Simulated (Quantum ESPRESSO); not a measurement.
Habitual settings against a tight run: LaHO2 (P2_1/m, 8 atoms in the cell)

Self-consistent single point.

```yaml
crystal:
  lattice:
    - [4.51818, 0.00000, 0.00000]
    - [0.00000, 4.00307, 0.00000]
    - [-1.96127, 0.00000, 6.22331]
  atoms:
    - { symbol: La, position: [0.33090, 0.75000, 0.69321] }
    - { symbol: La, position: [0.66910, 0.25000, 0.30679] }
    - { symbol: H, position: [0.01852, 0.25000, 0.92720] }
    - { symbol: H, position: [0.98148, 0.75000, 0.07280] }
    - { symbol: O, position: [0.24012, 0.25000, 0.46200] }
    - { symbol: O, position: [0.75988, 0.75000, 0.53800] }
    - { symbol: O, position: [0.24070, 0.25000, 0.93935] }
    - { symbol: O, position: [0.75930, 0.75000, 0.06065] }
```

Level of theory: PBEsol, GBRV 1.5 ultrasoft (PBESOL) pseudopotentials (plane waves; Quantum ESPRESSO).

Base settings: ecutwfc = 40 Ry; ecutrho = 200 Ry; occupations = fixed; potentials = {La: la_pbesol_v1.uspp.F.UPF, H: h_pbesol_v1.4.uspp.F.UPF, O: o_pbesol_v1.2.uspp.F.UPF}; K_POINTS = automatic 5 6 4 0 0 0; nbnd = 32; conv_thr = 1e-09 Ry; mixing_beta = 0.5.

Tight run (finer mesh or higher cutoff; not a proven limit): ecutwfc: 40 Ry → 56 Ry; ecutrho: 200 Ry → 280 Ry; conv_thr: 1e-09 Ry → 7.3e-11 Ry; K_POINTS: automatic 5 6 4 0 0 0 → automatic 7 9 6 0 0 0. It gave top of the valence band (on the code's own zero) 6.71 eV; gap on the k-point mesh 3.63 eV; pressure -6.88 GPa; largest force (vector length) 0.418 eV/Å.

Quick runs, as changes from the base:
- A: the base itself
- B: ecutwfc: 40 Ry → 24 Ry; ecutrho: 200 Ry → 120 Ry; occupations: fixed → smearing; nbnd: 32 → default; K_POINTS: automatic 5 6 4 0 0 0 → automatic 3 3 3 0 0 0; smearing: default → gauss; degauss: default → 0.0147 Ry
- C: conv_thr: 1e-09 Ry → 7.3e-05 Ry; K_POINTS: automatic 5 6 4 0 0 0 → automatic 4 4 4 1 1 1
- D: ecutwfc: 40 Ry → 32 Ry; ecutrho: 200 Ry → 160 Ry; occupations: fixed → smearing; nbnd: 32 → default; K_POINTS: automatic 5 6 4 0 0 0 → automatic 2 2 2 0 0 0; smearing: default → fd; degauss: default → 0.019992 Ry
- E: ecutwfc: 40 Ry → 20 Ry; ecutrho: 200 Ry → 100 Ry; occupations: fixed → smearing; nbnd: 32 → default; K_POINTS: automatic 5 6 4 0 0 0 → automatic 2 2 2 0 0 0; smearing: default → mp; degauss: default → 0.019992 Ry
- F: ecutwfc: 40 Ry → 28 Ry; ecutrho: 200 Ry → 140 Ry; occupations: fixed → smearing; nbnd: 32 → default; K_POINTS: automatic 5 6 4 0 0 0 → automatic 4 4 4 0 0 0; smearing: default → gauss; degauss: default → 0.019992 Ry

Dashes: pressure of C, not trusted under this conv_thr with d or f elements; time of E, under 30 s.

Gaps are read on each run's own mesh, which may miss the band edges.

The count of work is k-points × plane waves × bands × iterations; it is no time. Core times come from one kind of shared machine and are given to one figure; runs under 30 s give none.

The starting cell comes from a database of computed structures (which also holds hypothetical and non-ambient phases and stackings), without a prior relaxation at this level. Its lattice was rescaled by a random factor within 2.5 % of one. In the base run, with a pressure of about -7 GPa the cell is away from its equilibrium volume at this level.

```
run  energy less tight (meV/atom)  pressure less tight (GPa)  largest miss in a force vector (eV/Å)  gap on the mesh less tight (eV)  count of work / tight  core time / tight (rough)
---  ----------------------------  -------------------------  -------------------------------------  -------------------------------  ---------------------  -------------------------
A                             4.2                       0.09                                  0.004                            0.000                   0.19                        0.2
B                           478.1                     -26.29                                  0.046                            0.045                  0.017                       0.04
C                             4.2                          –                                  0.015                            0.569                  0.042                       0.07
D                            33.6                      -2.77                                  0.265                           -0.013                  0.021                       0.06
E                          1521.7                     -63.01                                  0.410                           -0.117                 0.0097                          –
F                           133.1                      -9.60                                  0.012                           -0.004                  0.065                        0.1
```

Among the runs at the tight run's level, the energy misses run from 4.2 to 1521.7 meV/atom.
